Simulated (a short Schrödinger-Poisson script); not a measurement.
Gated Al0.3Ga0.7N/GaN polarisation-induced gas

Structure: gated Al0.3Ga0.7N/GaN polarisation-induced gas, at 20 K.

```tsv
layer	material	thickness (nm)	Na (cm⁻³)
1	Al0.3Ga0.7N	10	-
2	GaN	6000	1e15
```

Constants are typed, rounded textbook-type inputs, not results; the design itself was drawn at random and stands for no fabricated device. Al0.3Ga0.7N: permittivity 9.32, conduction-band edge (eV) 0.414, gap (eV) 4.021, electron mass (mₑ) 0.236, Nv at 300 K (cm⁻³) 4.6e19. GaN: permittivity 9.5, conduction-band edge (eV) 0, gap (eV) 3.43, Nv at 300 K (cm⁻³) 4.6e19.

Channel valleys (confinement mass, in-plane density-of-states mass, number): Γ 0.2, 0.2, 1. At the gate the conduction-band edge of layer 1 lies 1.23 eV − eVg above the Fermi level of the channel; the field vanishes at the back. Sheet of polarisation charge: +1.5e13 e/cm² at 10 nm from the gate. The barrier under the gate holds no holes. Gaps are held at their typed values at every temperature. Mesh 0.08 nm at interfaces.

From a short Schrödinger-Poisson script (our own, NumPy): 1D Poisson equation in equilibrium, electrons quantum, Hartree (BenDaniel-Duke, 40 states a valley, the channel's in-plane mass for all, wave functions free to enter the barrier), parabolic valleys, classical holes, full ionisation, no traps, pinning or gate leakage.

| Vg (V) | electrons (cm⁻²) | in the channel layer | C (μF/cm²) | Γ E0 (meV) | Γ E1 (meV) |
|---|---|---|---|---|---|
| 0.5 | 1.13e13 | 1.03e13 | 0.761 | -123.4 | -11.6 |
| 0.35 | 1.06e13 | 9.73e12 | 0.757 | -116.3 | -10.1 |
| 0.2 | 9.85e12 | 9.15e12 | 0.752 | -109.3 | -8.7 |
| 0.05 | 9.15e12 | 8.55e12 | 0.748 | -102.2 | -7.3 |
| -0.1 | 8.45e12 | 7.95e12 | 0.744 | -95.1 | -6.0 |
| -0.25 | 7.76e12 | 7.34e12 | 0.740 | -88.0 | -4.8 |
| -0.4 | 7.07e12 | 6.73e12 | 0.736 | -80.8 | -3.6 |
| -0.55 | 6.38e12 | 6.11e12 | 0.732 | -73.6 | -2.3 |
| -0.7 | 5.70e12 | 5.48e12 | 0.727 | -66.4 | -1.1 |
| -0.85 | 5.02e12 | 4.85e12 | 0.721 | -59.1 | 0.5 |
| -1 | 4.35e12 | 4.22e12 | 0.715 | -51.7 | 2.5 |
| -1.15 | 3.68e12 | 3.59e12 | 0.708 | -44.0 | 5.9 |
| -1.3 | 3.02e12 | 2.96e12 | 0.700 | -36.2 | 10.2 |
| -1.45 | 2.37e12 | 2.34e12 | 0.691 | -28.4 | 14.4 |
| -1.6 | 1.73e12 | 1.71e12 | 0.679 | -20.7 | 18.1 |
| -1.75 | 1.10e12 | 1.09e12 | 0.662 | -13.2 | 21.2 |
| -1.9 | 4.96e11 | 4.94e11 | 0.633 | -5.9 | 23.4 |
| -2.05 | 1.55e6 | 1.55e6 | 0.00460 | 19.7 | 43.3 |

Subbands count from the Fermi level.
